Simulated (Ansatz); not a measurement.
# Response to strain in Ga2O3

Base system: Ga2O3 in the corundum structure (space group R-3c, No. 167; a = 4.950 Å, c = 13.306 Å (hexagonal axes)). Axes: x lies along a and z along c of the hexagonal cell.

Strains are applied to the cell and any free atomic positions relax; under biaxial strain the out-of-plane vector relaxes too.

Level of theory: Ansatz (an electronic-structure program) LDA, without spin-orbit coupling.

Notes on the quantities. pressure: mean of the normal stresses, compression positive; energy relative to the base: free energy F.

```json
[
 {"variant": "base", "pressure": "0.00 GPa", "energy relative to the base": "0 meV/atom", "volume per atom": "9.41 Å³", "electron mass": "0.24 mₑ (at Γ)"},
 {"variant": "biaxial strain −3.00 %, plane normal [001], relaxed out of plane", "pressure": "10.68 GPa", "energy relative to the base": "+27 meV/atom", "volume per atom": "9.07 Å³", "electron mass": "0.26 mₑ out of plane, 0.27 mₑ in plane (at Γ)"},
 {"variant": "biaxial strain −2.25 %, plane normal [001], relaxed out of plane", "pressure": "7.86 GPa", "energy relative to the base": "+15 meV/atom", "volume per atom": "9.16 Å³", "electron mass": "0.26 mₑ (at Γ)"},
 {"variant": "biaxial strain −1.50 %, plane normal [001], relaxed out of plane", "pressure": "5.13 GPa", "energy relative to the base": "+6.7 meV/atom", "volume per atom": "9.24 Å³", "electron mass": "0.26 mₑ (at Γ)"},
 {"variant": "biaxial strain −0.75 %, plane normal [001], relaxed out of plane", "pressure": "2.51 GPa", "energy relative to the base": "+1.6 meV/atom", "volume per atom": "9.33 Å³", "electron mass": "0.25 mₑ (at Γ)"}
]
```

The levels and masses belong to the bands next to the band gap. Effective masses come from finite differences of ±0.01 Å⁻¹. No phonon test of stability was made.
